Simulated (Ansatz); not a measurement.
Base system: GaCuSe₂ in the chalcopyrite structure (space group I-42d, No. 122; a = 5.608 Å, c = 11.098 Å). Axes: x, y, z lie along a, b, c of the conventional cell.

Method: r2SCAN (Ansatz, an electronic-structure program; PAW; 500 eV plane waves; spin-orbit coupling left out).

Strains are applied to the cell and any free atomic positions relax; under biaxial strain the out-of-plane vector relaxes too.

One change was made to it. Results:

The pressure (mean of the normal stresses, compression positive) goes from zero to 5.7 kbar; the energy goes up by 0.4 meV/atom; the hole mass changes from 0.083 mₑ along c, 0.68 mₑ across (at Γ) to 0.086 mₑ along z, 0.67 mₑ across (at Γ).

### Question
What was done to the base?
A. uniaxial strain ε_yy = −0.81 %
B. uniaxial strain ε_zz = −3.32 %
C. uniaxial strain ε_xx = −5.24 %
D. isotropic strain −3.63 %
E. biaxial strain +2.13 %, plane normal [001], relaxed out of plane

### Answer
A, uniaxial strain ε_yy = −0.81 %. For comparison, the energy relative to the base in the other runs: isotropic strain −3.63 % gives +65 meV/atom; uniaxial strain ε_zz = −3.32 % gives +7.5 meV/atom; biaxial strain +2.13 %, plane normal [001], relaxed out of plane gives +5.1 meV/atom; uniaxial strain ε_xx = −5.24 % gives +19 meV/atom.

The levels and masses belong to the bands next to the band gap. Effective masses come from finite differences of ±0.01 Å⁻¹. No phonon test of stability was made. All final runs are without spin polarisation.
